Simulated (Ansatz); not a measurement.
## A computed series for AlN: response to strain

Consider AlN in the zinc blende structure (space group F-43m, No. 216; a = 4.370 Å). Axes: x, y, z lie along the cube axes.

Strains are applied to the cell and any free atomic positions relax.

Method: r2SCAN, PAW, 500 eV (Ansatz, a quantum-chemistry and plane-wave program; no spin-orbit coupling).

Candidates:
(a) tensor shear ε_xy = +1.43 %
(b) tensor shear ε_xy = +1.14 %
(c) tensor shear ε_xy = +1.71 %
(d) tensor shear ε_xy = +0.29 %
(e) tensor shear ε_xy = +2.00 %

Base values:

| Quantity | Value |
|---|---|
| Band gap | 3.94 eV |

Order them by band gap, lowest first.

(e) tensor shear ε_xy = +2.00 % (3.72 eV), (c) tensor shear ε_xy = +1.71 % (3.76 eV), (a) tensor shear ε_xy = +1.43 % (3.79 eV), (b) tensor shear ε_xy = +1.14 % (3.83 eV), (d) tensor shear ε_xy = +0.29 % (3.91 eV)

Semilocal Kohn–Sham gaps tend to fall short of experiment. Stability against distortions was not tested. This is not the structure that AlN has at room temperature and ambient pressure.
